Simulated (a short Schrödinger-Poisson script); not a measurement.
System: symmetric double-gate stack, Al2O3 on p-type Ge(111), at 77 K.

```
layer  material  thickness (nm)  Na (cm⁻³)
-----  --------  --------------  ---------
1         Al2O3             2.8          -
2            Ge               2       1e16
3         Al2O3             2.8          -
```

The device is made up for the run: typed textbook-type constants, with dimensions and the other settings drawn at random. Al2O3: permittivity 9, conduction-band edge (eV) 2.65, gap (eV) 6.8, electron mass (mₑ) 0.3. Ge: permittivity 16, conduction-band edge (eV) 0, gap (eV) 0.664, Nv at 300 K (cm⁻³) 6e18.

Channel valleys (confinement mass, in-plane density-of-states mass, number): L1 1.59, 0.08, 1; L3 0.09, 0.34, 3. At the gates, both at one voltage, the conduction-band edge of layer 1 lies 2.91 eV − eVg above the Fermi level of the channel. Gaps are held at their typed values at every temperature. Mesh 0.03 nm at interfaces.

From a short Schrödinger-Poisson script (our own, NumPy): 1D Poisson equation in equilibrium, electrons quantum, Hartree (BenDaniel-Duke, 12 states a valley, the channel's in-plane mass for all, wave functions ending at the dielectric), parabolic valleys, classical holes, full ionisation, no traps, pinning or gate leakage.

The same stack at other levels of the model or other numerical settings:

| run | sheet density of all electrons at Vg = 0.95 V (cm⁻²) | sheet density of all electrons at Vg = 0.35 V (cm⁻²) | capacitance of both gates at Vg = 0.95 V (μF/cm²) | rough cost against the base |
|---|---|---|---|---|
| base | 1.18e13 | 5.13e11 | 3.50 | about 1 |
| electrons treated as classical, Boltzmann | 2.28e13 | 2.52e12 | 5.56 | 0.2 |
| electrons treated as classical, Fermi-Dirac | 1.85e13 | 2.00e12 | 4.60 | 0.3 |
| mesh six times as coarse | 1.19e13 | 5.17e11 | 3.50 | 0.5 |
| one subband a valley | 1.03e13 | 5.13e11 | 2.61 | 0.6 |

The classical rows ignore confinement, and Boltzmann statistics overrate the density once the band edge passes the Fermi level.

Only the L valleys are kept; under strong confinement the Δ valleys of Ge fill too.
